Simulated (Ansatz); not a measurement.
Consider NbAs (space group I4_1md, No. 109; a = 3.4581 Å, c = 11.7643 Å).

Method: r2SCAN (Ansatz, a first-principles code), no spin-orbit coupling.

One change was made to it. Results:

The band gap stays zero; the c/a ratio hardly moves (3.402 against 3.401); the lattice parameter a hardly moves (3.458 Å against 3.456 Å).

Q: What was done to the base?
(A) pressure 5 GPa
(B) pressure 3 GPa
(C) pressure 0.3 GPa

A: C, pressure 0.3 GPa. For comparison, the lattice parameter a in the other runs: pressure 3 GPa gives 3.442 Å; pressure 5 GPa gives 3.432 Å.

Load acts through the strain it causes; cell and atoms are relaxed under it. No phonon test of stability was made. No other phases were tried under pressure. All final runs are without spin polarisation. The zero or small gap of NbAs can change with the level of theory.
